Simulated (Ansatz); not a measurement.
Base system: NaCl in the rock salt structure (space group Fm-3m, No. 225; a = 5.6015 Å). Axes: x, y, z lie along the cube axes.

All numbers come from plane-wave PAW DFT at the PBEsol level (Ansatz, an electronic-structure program, 420 eV), no SOC.

Base values:

- Volume per atom: 21.97 Å³
- Pressure: 0.01 GPa
- Valence-band top at Γ: 0.00, 0.00, 0.00 eV

Modification: tensile biaxial strain of 2.50 % in the plane normal to [111], as in epitaxy on a mismatched substrate; the out-of-plane cell vector and the atoms relax.

### Question
What does the calculation give for the volume per atom after the change?

### Answer
The volume per atom grows by 0.62 Å³ to 22.59 Å³.

### Question
Estimate the effect on the pressure.

### Answer
The pressure (mean of the normal stresses, compression positive) decreases by 0.69 GPa to -0.68 GPa.

### Question
What happens to the valence-band top at Γ?

### Answer
The valence-band top at Γ (three highest levels, from the VBM) changes from 0.00, 0.00, 0.00 eV to 0.00, -0.16, -0.16 eV.

The levels and masses belong to the bands next to the band gap. No phonon test of stability was made.
